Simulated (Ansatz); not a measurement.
An Ansatz (a program for electronic structure) run: NbP with a change (strain tensor (xx, yy, zz, yz, xz, xy) = (−0.84, −1.78, +0.84, +0.33, +0.38, +0.26) %); PBEsol, PAW, 420 eV (Ansatz; without spin-orbit coupling), earlier PAW set.

Input:

Ansatz 0.2 input:
```yaml
crystal:
  lattice:
    - [-1.6207918814, 1.64470388, 5.6919219235]
    - [1.6631318655, -1.6080092271, 5.6935820639]
    - [1.6292585975, 1.6164759432, -5.6811310108]
  atoms:
    - { symbol: Nb, position: [0.9991397766, 0.9991397766, 0] }
    - { symbol: Nb, position: [0.7491397766, 0.2491397766, 0.5] }
    - { symbol: P, position: [0.4168602234, 0.4168602234, 0] }
    - { symbol: P, position: [0.1668602234, 0.6668602234, 0.5] }
basis: { ecutwfc: 420, ecutrho_ratio: 4, xc_grid: 2, fft_grid_basis: typed }
kpoints: { mp_grid: { grid: [24, 24, 24] } }
hamiltonian:
  xc: pbesol
  dispersion: none
  pseudopotentials: { azcp: { folder: ./paw }, kind: paw }
scf: { occupations: { method: fermi_dirac, width: 0.1 }, convergence: { dr2_threshold: 0.0000000004 } }
relax: { f_tol: 0.005, max_steps: 50 }
output: { forces: true, stress: true }
checkpoint: { write: state.ck, write_every: 1000 }
```

Output (explanatory and most iteration lines left out):

```
Relaxation: its limit of steps is 50 (relax.max_steps)
Pseudopotential: Nb, paw, valence charge 13
Pseudopotential: P, paw, valence charge 5
Crystal: 4 atoms, lattice volume = 61.122 Å³
Basis set: ecut = 420 eV, 1205 PW (Γ), exchange–correlation on 90×90×90 points (8 copies of the dense FFT grid, shifted against one another)
Bands: 22, of which v1, the nominal top of the filled ones, is band 18 counted from 1 (17 counted from 0)
Symmetry: 1 space group operations
Space group: P1 (ITA 1), of the structure as read, at distance tolerance 3.9e-5 Å
k-points: 6916 of 13824 (time reversal used)
Functional: x = pbesol(κ = 0.804, μ = 0.12345679012345678), c = pbesol(β = 0.046)
SCF iter   1: F=—  HF=-10476.750804 eV  |F-HF|=—  |Δ(HF+E_count)|=         —  Δρ=7.06e-2  dr2=4.36e0  ethr=3.10e-3  ⟨swp⟩=5.9  Hψ=800967  notcnv=0
SCF iter   2: F=—  HF=-10475.626223 eV  |F-HF|=—  |Δ(HF+E_count)|=    1.12e0  Δρ=3.25e-2  dr2=6.62e-1  ethr=3.10e-3  ⟨swp⟩=3.9  Hψ=360473  notcnv=0
SCF 1 converged in 10 iterations: F = -10475.443485 eV  dr2 = 2.24e-11
relax step   1: F+E_penalty+E_count = -10475.44348526 eV  Δ(F+E_penalty+E_count) = +0.000e0 eV  max|allowed force component| = 2.000e-1 eV/Å  Δτ_max = 0.0000 Å  (10 SCF iters, accepted)
Crystal: 4 atoms, lattice volume = 61.122 Å³
SCF iter   1: F=—  HF=-10475.446670 eV  |F-HF|=—  |Δ(HF+E_count)|=         —  Δρ=1.55e-3  dr2=1.37e-3  ethr=3.45e-6  ⟨swp⟩=2.0  Hψ=792414  notcnv=0
SCF iter   2: F=—  HF=-10475.446465 eV  |F-HF|=—  |Δ(HF+E_count)|=   2.05e-4  Δρ=9.22e-4  dr2=4.34e-4  ethr=3.45e-6  ⟨swp⟩=1.0  Hψ=152152  notcnv=0
SCF 2 converged in 8 iterations: F = -10475.446259 eV  dr2 = 3.93e-11
relax step   2: F+E_penalty+E_count = -10475.44625928 eV  Δ(F+E_penalty+E_count) = -2.774e-3 eV  max|allowed force component| = 5.288e-2 eV/Å  Δτ_max = 0.0147 Å  (8 SCF iters, accepted)
Crystal: 4 atoms, lattice volume = 61.122 Å³
SCF iter   1: F=—  HF=-10475.446674 eV  |F-HF|=—  |Δ(HF+E_count)|=         —  Δρ=4.61e-4  dr2=1.56e-4  ethr=2.66e-6  ⟨swp⟩=6.7  Hψ=587982  notcnv=0
SCF iter   2: F=—  HF=-10475.446654 eV  |F-HF|=—  |Δ(HF+E_count)|=   2.05e-5  Δρ=2.72e-4  dr2=5.03e-5  ethr=4.32e-7  ⟨swp⟩=1.0  Hψ=207480  notcnv=0
SCF 3 converged in 7 iterations: F = -10475.446541 eV  dr2 = 5.41e-11
relax step   3: F+E_penalty+E_count = -10475.44654116 eV  Δ(F+E_penalty+E_count) = -2.819e-4 eV  max|allowed force component| = 8.876e-3 eV/Å  Δτ_max = 0.0043 Å  (7 SCF iters, accepted)
Crystal: 4 atoms, lattice volume = 61.122 Å³
SCF iter   1: F=—  HF=-10475.446649 eV  |F-HF|=—  |Δ(HF+E_count)|=         —  Δρ=5.31e-5  dr2=3.40e-6  ethr=5.50e-8  ⟨swp⟩=6.7  Hψ=586396  notcnv=0
SCF iter   2: F=—  HF=-10475.446547 eV  |F-HF|=—  |Δ(HF+E_count)|=   1.02e-4  Δρ=3.06e-5  dr2=1.24e-6  ethr=9.44e-9  ⟨swp⟩=1.0  Hψ=207480  notcnv=0
SCF 4 converged in 6 iterations: F = -10475.446547 eV  dr2 = 3.23e-11
relax step   4: F+E_penalty+E_count = -10475.44654650 eV  Δ(F+E_penalty+E_count) = -5.347e-6 eV  max|allowed force component| = 2.243e-3 eV/Å  Δτ_max = 0.0005 Å  (6 SCF iters, accepted)
SCF converged after 6 iterations
Free energy (F): -10475.446547 eV
Internal energy: -10475.421216 eV  (E = F + TS)
E sigma→0 (E₀):  -10475.433881 eV
Entropy (-TS):   -0.025331 eV (-6.333 meV/atom)
Fermi energy:    15.684290 eV
--- Forces (eV/Å), atoms counted from 1 ---
  atom   1  Nb    -0.00153006    -0.00167958    -0.00217738
  atom   2  Nb    -0.00224337    -0.00124319     0.00168388
  atom   3  P      0.00214541     0.00112457     0.00120337
  atom   4  P      0.00162793     0.00179818    -0.00070962
--- Stress (GPa, compression-positive) ---
        4.969350      -1.103943      -0.852735
       -1.103943       6.806162      -0.757071
       -0.852735      -0.757071       1.343286
  P = ⅓ Tr σ = 4.3729 GPa (43.729 kbar)
--- Relaxed structure (4 steps of the walk, 4 accepted, 0 SCFs on fresh bases) ---
  atoms:
    - { symbol: Nb, position: [0.99790828724438, 1.000750752746245, -0.001070930263530688] }
    - { symbol: Nb, position: [0.7502823681511944, 0.24726038174862092, 0.4985324638457908] }
    - { symbol: P, position: [0.41568734052210565, 0.4187531137646942, 0.0014740025578462608] }
    - { symbol: P, position: [0.16812200408232003, 0.6652357517404403, 0.5010644638598937] }
```

Whether these cells are dynamically stable was not tested. The final runs are not spin-polarised. The cell was made from NbP (space group I4_1md, No. 109) by this change: strain tensor (xx, yy, zz, yz, xz, xy) = (−0.84, −1.78, +0.84, +0.33, +0.38, +0.26) %.
